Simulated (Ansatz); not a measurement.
Pair distribution function (Hf-O) of HfO2 (fluorite type; a high-temperature form), cell Hf32O64, started from the crystal [in the run: it stayed crystalline; mean temperature 2259 K (target 2290 K); density 9.43 g/cm³, volume +13 % from the start crystal's; mean pressure 0.6 GPa against a target of 0; under uneven stress (diagonal components 0.8 GPa apart); Γ point only, which a denser mesh shifts by 0.0 GPa in pressure and 0.02 eV/Å in forces], from MD at 2259 K. Level of theory: PBE (plane waves, PAW; Ansatz, a program for electronic structure). Volume per atom 12.35 Å³, mean pressure 0.6 GPa. 

| r (Å) | g(r) |
|---|---|
| 1.30 | 0.00 |
| 1.34 | 0.00 |
| 1.38 | 0.00 |
| 1.42 | 0.00 |
| 1.46 | 0.00 |
| 1.50 | 0.00 |
| 1.54 | 0.00 |
| 1.58 | 0.00 |
| 1.62 | 0.00 |
| 1.66 | 0.00 |
| 1.70 | 0.01 |
| 1.74 | 0.02 |
| 1.78 | 0.15 |
| 1.82 | 0.45 |
| 1.86 | 1.01 |
| 1.90 | 1.68 |
| 1.94 | 2.53 |
| 1.98 | 3.52 |
| 2.02 | 3.95 |
| 2.06 | 4.29 |
| 2.10 | 4.13 |
| 2.14 | 4.26 |
| 2.18 | 3.87 |
| 2.22 | 3.57 |
| 2.26 | 2.91 |
| 2.30 | 2.66 |
| 2.34 | 2.25 |
| 2.38 | 1.82 |
| 2.42 | 1.67 |
| 2.46 | 1.37 |
| 2.50 | 1.25 |
| 2.54 | 1.09 |
| 2.58 | 0.84 |
| 2.62 | 0.84 |
| 2.66 | 0.65 |
| 2.70 | 0.61 |
| 2.74 | 0.54 |
| 2.78 | 0.47 |
| 2.82 | 0.42 |
| 2.86 | 0.39 |
| 2.90 | 0.36 |
| 2.94 | 0.35 |
| 2.98 | 0.28 |
| 3.02 | 0.30 |
| 3.06 | 0.26 |
| 3.10 | 0.24 |
| 3.14 | 0.25 |
| 3.18 | 0.22 |
| 3.22 | 0.23 |
| 3.26 | 0.23 |
| 3.30 | 0.22 |
| 3.34 | 0.23 |
| 3.38 | 0.25 |
| 3.42 | 0.23 |
| 3.46 | 0.24 |
| 3.50 | 0.27 |
| 3.54 | 0.32 |
| 3.58 | 0.32 |
| 3.62 | 0.41 |
| 3.66 | 0.44 |
| 3.70 | 0.50 |
| 3.74 | 0.57 |
| 3.78 | 0.67 |
| 3.82 | 0.72 |
| 3.86 | 0.83 |
| 3.90 | 0.94 |
| 3.94 | 1.00 |
| 3.98 | 1.07 |
| 4.02 | 1.25 |
| 4.06 | 1.34 |
| 4.10 | 1.42 |
| 4.14 | 1.51 |
| 4.18 | 1.61 |
| 4.22 | 1.69 |
| 4.26 | 1.77 |
| 4.30 | 1.80 |
| 4.34 | 1.82 |
| 4.38 | 1.90 |
| 4.42 | 1.87 |
| 4.46 | 1.86 |
| 4.50 | 1.82 |
| 4.54 | 1.73 |
| 4.58 | 1.63 |
| 4.62 | 1.58 |
| 4.66 | 1.46 |
| 4.70 | 1.37 |
| 4.74 | 1.23 |
| 4.78 | 1.13 |
| 4.82 | 0.98 |
| 4.86 | 0.92 |

Question: Read off where the first shell ends and the number of neighbours in it.

Answer: first minimum near 3.3 Å (g down to about 0.22); 7.9 O round each Hf and 3.9 Hf round each O in the shell, from n = 4πρ∫r²g(r)dr.
